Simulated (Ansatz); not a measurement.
Base system: Mg2Ge in the anti-fluorite structure (space group Fm-3m, No. 225; a = 6.364 Å).

Calculations: Ansatz (a quantum-chemistry and plane-wave program), PBEsol, PAW, cutoff 420 eV, without spin-orbit coupling.

Base values:

* **Valley order**: X along ⟨100⟩ 0.08 eV; Γ 1.03 eV; L along ⟨111⟩ 1.03 eV
* **Volume per atom**: 21.48 Å³

Modification: a hydrostatic pressure of 4.5 GPa.

### Question
What does the calculation give for the valley order and volume per atom after the change?

### Answer
The valley order (the lowest conduction-band minima on the path, energy above the VBM, named in the base's zone) changes from X along ⟨100⟩ 0.08 eV; Γ 1.03 eV; L along ⟨111⟩ 1.03 eV to X along ⟨100⟩ 0.01 eV; L along ⟨111⟩ 1.36 eV; Γ 1.45 eV; the volume per atom falls by 1.526 Å³ (21.48 Å³ → 19.96 Å³).

The levels and masses belong to the bands next to the band gap. Load acts through the strain it causes; cell and atoms are relaxed under it. Stability against distortions was not tested. All final runs are without spin polarisation.
